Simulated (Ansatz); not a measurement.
Band structure of Bi₂Pd (I4/mmm, 3 atoms in the cell).

```
Bi2Pd
1.0
   -1.69334     1.69334     6.62347
    1.69334    -1.69334     6.62347
    1.69334     1.69334    -6.62347
Bi Pd
2 1
Cartesian
  0.00000   0.00000   8.37631
  0.00000   0.00000   4.87063
  0.00000   0.00000   0.00000
```

Method: PBEsol, PAW files made with PBE (plane waves; Ansatz, a program for electronic structure).

Settings: basis.ecutwfc = 420 eV; kpoints.mp_grid.grid = 9 9 9; hamiltonian.xc = pbesol; hamiltonian.pseudopotentials = {kind: paw} (the program's default PAW files); scf.occupations.method = fermi_dirac; scf.occupations.width = 0.1 eV; kpoints.band_path.npoints = 8.

The starting cell comes from a database of computed structures (which also holds hypothetical and non-ambient phases and stackings), without a prior relaxation at this level. Spin-orbit coupling is off. Spin polarisation is off.

Levels in eV from the Fermi level, bands 21 to 28:
```tsv
point	21	22	23	24	25	26	27	28
Γ	-2.73	-2.59	1.48	2.27	2.27	3.30	3.30	4.32
X	-3.27	-2.83	-1.95	-0.77	0.42	1.03	1.30	1.96
Y	-3.36	-2.75	-1.95	-0.90	0.43	1.09	1.44	2.00
S	-2.88	-2.80	-2.67	-1.54	1.31	2.82	4.56	4.63
Z	-2.61	-2.59	-1.73	1.57	1.57	4.51	4.51	5.82
S1	-2.88	-2.80	-2.67	-1.54	1.31	2.82	4.56	4.63
N	-3.15	-2.80	-2.30	-1.77	1.07	4.29	4.49	4.77
P	-3.62	-2.85	-1.95	-0.22	-0.22	1.07	1.16	2.33
Y1	-3.36	-2.75	-1.95	-0.90	0.43	1.09	1.44	2.00
```

Bands cross the Fermi level along this path, so the cell is metallic at this level.

Keys are those of Ansatz 0.2.
